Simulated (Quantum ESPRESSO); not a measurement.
One base run on LaMg6Zn (Amm2, 8 atoms in the cell) and variants with one or two settings moved

```xyz
8
Lattice="5.0720 0.0000 0.0000 0.0000 3.3609 5.7926 0.0000 -3.3609 5.7926" Properties=species:S:1:pos:R:3 pbc="T T T"
La     2.5360     0.0000     7.8069
Mg     0.0000    -1.7867     6.6737
Mg     0.0000     1.7867     6.6737
Mg     0.0000     0.0000     3.8435
Mg     2.5360    -1.7455     4.8750
Mg     2.5360     1.7455     4.8750
Mg     2.5360     0.0000     1.8916
Zn     0.0000     0.0000     9.7013
```

Base run A: PBEsol, SSSP 1.1.2 efficiency (PBE) pseudopotentials in Quantum ESPRESSO 7.5, self-consistent single point.

Its settings: ecutwfc = 50 Ry; ecutrho = 400 Ry; occupations = smearing; smearing = fd; degauss = 0.0073499 Ry; input_dft = pbesol; potentials = {La: La.GGA-PBE-paw-v1.0.UPF, Mg: Mg.pbe-n-kjpaw_psl.0.3.0.UPF, Zn: Zn_pbe_v1.uspp.F.UPF}; K_POINTS = automatic 4 3 3 1 1 1; conv_thr = 1e-10 Ry.

The starting cell comes from a database of computed structures (which also holds hypothetical and non-ambient phases and stackings), without a prior relaxation at this level.

ΔF is the free energy per atom less that of run A. 

Runs:
- B: K_POINTS: automatic 4 3 3 1 1 1 → automatic 5 4 4 0 0 0
- C: nosym: default → true
- D: degauss: 0.0073499 Ry → 0.0036749 Ry
- E: occupations: smearing → tetrahedra_opt; smearing: fd → default; degauss: 0.0073499 Ry → default
- F: K_POINTS: automatic 4 3 3 1 1 1 → automatic 5 5 5 1 1 1

```tsv
run	ΔF (meV/atom)	pressure (GPa)	largest force (eV/Å)	k-points
A	0.00	-1.33	0.106	8
B	3.3	-1.34	0.077	21
C	0.00	-1.33	0.106	18
D	7.5	-1.37	0.097	8
E	15.8	-1.35	0.113	8
F	4.6	-1.35	0.106	27
```

Run D against A: The free energy rises by 7.5 meV/atom, the pressure moves little (-1.33 to -1.37 GPa) and the largest force goes from 0.106 to 0.097 eV/Å.

Run E against A: The free energy rises by 15.8 meV/atom, the pressure moves little (-1.33 to -1.35 GPa) and the largest force goes from 0.106 to 0.113 eV/Å.
